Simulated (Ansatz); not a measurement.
The starting structures come from a database of crystals and need not be the phases stable at ambient conditions.

```
CELL_PARAMETERS angstrom
      3.98117     0.00000     0.00000
      0.00000     7.77349     0.00000
      0.00000     0.00000     3.98117
ATOMIC_POSITIONS crystal
  Ta 0.00000 0.00000 0.00000
  Ta 0.00000 0.50000 0.00000
  O  0.00000 0.75000 0.00000
  O  0.00000 0.25000 0.00000
  O  0.00000 0.00000 0.50000
  O  0.50000 0.50000 0.00000
  F  0.50000 0.00000 0.00000
  F  0.00000 0.50000 0.50000
```

Space group of this cell: P4_2/mmc. The cell is taken as given; by r2SCAN its mean pressure is -5.4 GPa.

Transport runs along the normal of the first two printed cell vectors, the (100) plane of the conventional cell.

No gap correction and no spin-orbit coupling; mid-gap values are interpolated between computed energies.

Q: Give the band gap and the smallest decay constant κ at mid-gap that Ansatz (a program for electronic structure) with r2SCAN yields.

A: Gap 2.48 eV on a 8×4×8 mesh; κ = 0.245 1/Å, at the zone centre.
